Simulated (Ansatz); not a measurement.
Method: PBE (plane waves to 420 eV, PAW; Ansatz, a program for electronic structure).

Electrostatic potential energy of an electron, averaged over planes parallel to the surface, in eV from the Fermi level, for CH3 on the 1x1 (0001) surface of hcp Re, one in a 2x2 cell, started at the site 'hollow Re-Re-Re over Re at depth 2.1 Å':

(z (Å), V (eV)): (5.49, 4.95); (5.78, 4.95); (6.07, 4.95); (6.36, 4.94); (6.64, 4.92); (6.93, 4.89); (7.22, 4.82); (7.51, 4.67); (7.80, 4.37); (8.09, 3.75); (8.38, 2.47); (8.67, -0.17); (8.96, -6.21); (9.24, -15.48); (9.53, -22.37); (9.82, -23.57); (10.11, -18.52); (10.40, -9.80); (10.69, -3.63); (10.98, -5.21); (11.27, -13.44); (11.56, -21.29); (11.84, -24.13); (12.13, -20.52); (12.42, -12.18); (12.71, -3.76); (13.00, -1.07); (13.29, -3.69); (13.58, -12.05); (13.87, -20.41); (14.16, -24.11); (14.44, -21.37); (14.73, -13.59); (15.02, -5.32); (15.31, -3.58); (15.60, -9.61); (15.89, -18.41); (16.18, -23.69); (16.47, -22.76); (16.76, -16.09); (17.04, -7.01); (17.33, -1.44); (17.62, -0.38); (17.91, -0.67); (18.20, -1.16); (18.49, -0.32); (18.78, 2.11); (19.07, 3.06); (19.36, 3.40); (19.64, 3.54); (19.93, 3.59); (20.22, 3.61); (20.51, 3.62); (20.80, 3.62); (21.09, 3.63); (21.38, 3.63); (21.67, 3.63); (21.96, 3.63); (22.24, 3.63); (22.53, 3.63); (22.82, 3.63)

Set-up: 20 atoms, 6.5 Å thick at the start under the adsorbate (thin: gaps and levels are the slab's own); mesh 6x6x1; 0.1 eV smearing; dipole correction on; 8 atoms held, the rest relaxed; start symmetry kept, larger cells not searched; no spin, no spin-orbit, no U, no dispersion correction. At the end it is bonded to 3 Re. In PBE it is, or lies within 0.03 eV of, the lowest of the starts that converged.

Question: The surface cell has an area of 26.69 Å². What dipole along the normal does the step between the two vacuum levels imply?

Answer: the top vacuum level lies 1.33 eV below the bottom one; p = −ε₀ A ΔV (ε₀ = 0.005526 e/(V·Å)) gives 0.20 e·Å a cell.
